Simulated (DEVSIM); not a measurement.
Device: Schottky contact on n-type Si, at 300 K.

```csv
layer (left to right),material,thickness (μm),Nd (cm⁻³),τn (s),τp (s)
1,Si,2.80,1.4e15,0.00055,0.00055
```

Left contact: Schottky, work function 4.46 eV, emission velocity 2.6e6 cm/s. Right contact: ohmic. Voltage is applied to the left contact. Recombination: SRH at mid-gap, radiative. Mobility is μmin + (μ − μmin)/(1 + (N/Nref)^α).

The device is made up for the run: typed textbook-type constants, with dimensions and the other settings drawn at random. Values at 300 K.

```csv
parameter,Si
gap (eV),1.124
affinity (eV),4.05
permittivity,11.7
Nc (cm⁻³),2.86e19
Nv (cm⁻³),3.1e19
μn (cm²/Vs),1417
μp (cm²/Vs),470
"μn,min",52
"μp,min",45
"Nref,n",9.7e16
"Nref,p",2.2e17
αn,0.68
αp,0.72
B (cm³/s),4.7e-15
```

DEVSIM, 1D drift-diffusion, Boltzmann statistics, complete ionisation; no tunnelling, impact ionisation, image-force lowering or self-heating. Metal contacts follow the ideal Schottky-Mott rule: no Fermi-level pinning, no interface dipoles.

The metal work function was swept, all else fixed.

| metal work function (eV) | largest field in the device at zero bias (V/cm) | dark forward voltage at 100 A/cm² (V) | potential step across the device at zero bias (V) |
|---|---|---|---|
| 4.31 | 310 | 0.098 | 0.003 |
| 4.36 | 3600 | 0.123 | 0.053 |
| 4.41 | 5800 | 0.164 | 0.103 |
| 4.46 | 7400 | 0.213 | 0.153 |
| 4.51 | 8800 | 0.263 | 0.203 |
| 4.56 | 9900 | 0.313 | 0.253 |
| 4.61 | 11000 | 0.363 | 0.303 |
| 4.66 | 12000 | 0.413 | 0.353 |

From the first row to the last the largest field in the device at zero bias goes from 310 to 12000. From the first row to the last the dark forward voltage at 100 A/cm² goes from 0.098 to 0.413.
